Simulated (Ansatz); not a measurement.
The reference is TaS₂ in the CdI2 type structure (space group P-3m1, No. 164; a = 3.3318 Å, c = 5.7852 Å; layered, stacked along the Cartesian z axis; relaxed with 0.1 eV smearing). Axes: x lies along a and z along c of the hexagonal cell.

Computed with plane-wave PAW DFT at the PBE-D3(BJ) level (Ansatz, an electronic-structure program, 420 eV), no spin-orbit coupling, earlier PAW set.

Perturbation: an isotropic linear strain of −2.92 %; the atoms relax in the strained cell.

Q: Predict the stress tensor and what it implies for the stiffness.

A: Stress of the strained cell less that of the base (GPa, compression positive):
```
    7.9     0.0     0.0
    0.0     7.9     0.0
    0.0     0.0     3.7
```

Then B = −ΔP/(ΔV/V₀) with ΔV/V₀ = -0.0851 gives secant stiffness values (nonlinear terms included at this strain): B (at held cell shape, above the free-shape value) ≈ 77 GPa.

As a check, the harmonic strain energy −½ V₀ Δσ:ε is 33 meV/atom; the computed energy rise is 29 meV/atom.

Stability against distortions was not tested. All final runs are without spin polarisation.
